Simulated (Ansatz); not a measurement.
Given:

```yaml
crystal:
  lattice:
    - [0.00000, 3.24390, 3.24390]
    - [3.24390, 0.00000, 3.24390]
    - [3.24390, 3.24390, 0.00000]
  atoms:
    - { symbol: In, position: [0.00000, 0.00000, 0.00000] }
    - { symbol: Sb, position: [0.25000, 0.25000, 0.25000] }
```

The numbers are results of PBE with spin-orbit coupling, rigid bands (plane waves, PAW; Ansatz, a program for electronic structure), not measurements. Condition of this run: hydrostatic pressure of 0.65 GPa (compression positive) (the target of the relaxation). Geometry: cell and atoms relaxed with PBEsol, then loaded as said.

Question: Is this a good metal at this level?

Answer: No. No gap shows, but r2SCAN opens one on the same cell, so the missing gap may be the functional's error (that test had no spin-orbit coupling). N(E_F) = 0.0040 states/eV a cell at 300 K and the Drude plasma energy along the best axis is 0.156 eV, several times under that of a simple or noble metal.
